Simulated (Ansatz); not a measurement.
**Mg2Ge under a change: isotropic strain −2.50 %**

Consider Mg2Ge in the anti-fluorite structure (space group Fm-3m, No. 225; a = 6.421 Å).

Perturbation: the cell is scaled by 0.9750 in all directions, atoms relaxed at fixed cell.

Calculations: PBE, PAW, 420 eV (Ansatz, a first-principles code; without spin-orbit coupling). k-mesh 9×9×9 (Γ-centred); smearing 0.05 eV (Fermi–Dirac).

```json
[
 {"quantity": "space group", "base": "Fm-3m (No. 225)", "changed": "Fm-3m (No. 225)", "shift": "–"},
 {"quantity": "shortest interatomic distance", "base": "5.254 bohr", "changed": "5.123 bohr", "shift": "-0.131 bohr"},
 {"quantity": "energy relative to the base (free energy F)", "base": "0 meV/atom", "changed": "+21 meV/atom", "shift": "+21 meV/atom"},
 {"quantity": "pressure", "base": "0.00 GPa", "changed": "4.42 GPa", "shift": "+4.42 GPa"},
 {"quantity": "band gap", "base": "0.17 eV", "changed": "0.10 eV", "shift": "-0.07 eV"},
 {"quantity": "gap character", "base": "indirect, Γ → X", "changed": "indirect, Γ → X", "shift": "–"},
 {"quantity": "smallest direct gap", "base": "0.95 eV", "changed": "1.38 eV", "shift": "+0.43 eV"},
 {"quantity": "mean gap deformation potential ΔEg/Δln V", "base": "–", "changed": "+0.9 eV", "shift": "–"},
 {"quantity": "width of the top valence band", "base": "2.65 eV", "changed": "2.83 eV", "shift": "+0.174 eV"},
 {"quantity": "electron mass", "base": "0.55 mₑ along k, 0.19 mₑ across (at X)", "changed": "0.55 mₑ along k, 0.18 mₑ across (at X)", "shift": "–"},
 {"quantity": "hole mass (degenerate bands, along [100])", "base": "0.071, 0.35, 0.35 mₑ (at Γ)", "changed": "0.096, 0.34, 0.34 mₑ (at Γ)", "shift": "–"},
 {"quantity": "valley order (the lowest conduction-band minima on the path, energy above the VBM, named in the base's zone)", "base": "X along ⟨100⟩ 0.17 eV; L along ⟨111⟩ 0.94 eV; Γ 0.95 eV", "changed": "X along ⟨100⟩ 0.10 eV; L along ⟨111⟩ 1.27 eV; Γ 1.38 eV", "shift": "–"}
]
```

Effective masses come from finite differences of ±0.01 Å⁻¹. Along k means along the line from Γ to the band edge. No phonon test of stability was made. A zero or small gap of Mg2Ge can be the functional's error rather than a property of the material.
